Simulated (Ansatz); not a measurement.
The starting structures come from a database of crystals and need not be the phases stable at ambient conditions.

Data:

```xyz
4
Lattice="3.8417 0.0000 0.0000 -1.9209 3.3270 0.0000 0.0000 0.0000 6.3329" Properties=species:S:1:pos:R:3 pbc="T T T"
Ga     1.9209     1.1090     3.1668
Ga     0.0000     2.2180     0.0003
P      1.9209     1.1090     5.5347
P      0.0000     2.2180     2.3682
```

Space group of this cell: P6_3mc, wurtzite. The cell is taken as given.

Method: r2SCAN (plane waves, PAW; Ansatz, an electronic-structure program).

The current runs along the normal of the first two printed vectors; no spin-orbit coupling. Scaled by the factor s: all lengths (ions clamped). Meshes 12×12×6 and 12×12 across the current in all rows.

```csv
s,mean pressure (GPa),band gap (eV)
0.98,6.1,?
1.00,0.1,1.74
1.02,-4.5,1.57
```

Problem. Take the slope of the band gap against ln s from the two given rows, extrapolate to s = 0.98, and say what the run there gives.

Solution. Slope = (1.57 − 1.74) / ln 1.02 = -8.58 eV. The line gives 1.74 + (-8.58) × ln 0.98 = 1.91 eV. The run gives 1.70 eV, 0.21 eV under the line, 123 % of the predicted step.
